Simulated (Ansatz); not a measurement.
By PBEsol, the system below comes out a metal.

A figure of merit of an interconnect metal is its ballistic conductance per area.

```yaml
crystal:
  lattice:
    - [4.52820, 0.00000, 0.00000]
    - [0.00000, 4.87316, 0.00000]
    - [2.26410, 0.00000, 1.30718]
  atoms:
    - { symbol: Zn, position: [0.66667, 0.25000, 0.00000] }
    - { symbol: Zn, position: [0.33333, 0.75000, 0.00000] }
```

The cell is taken as given; by PBEsol it stands under a pressure of -1.4 GPa.

The current flows along the normal of the first two printed cell vectors, the (110) plane of the conventional cell. No spin-orbit coupling; the value is a mean over 0.1 eV about the Fermi level.

Problem. Compute, with PBEsol in Ansatz (a program for electronic structure), the ballistic conductance per area.

Solution. 0.78 × 10¹⁵ S/m² for both spins.
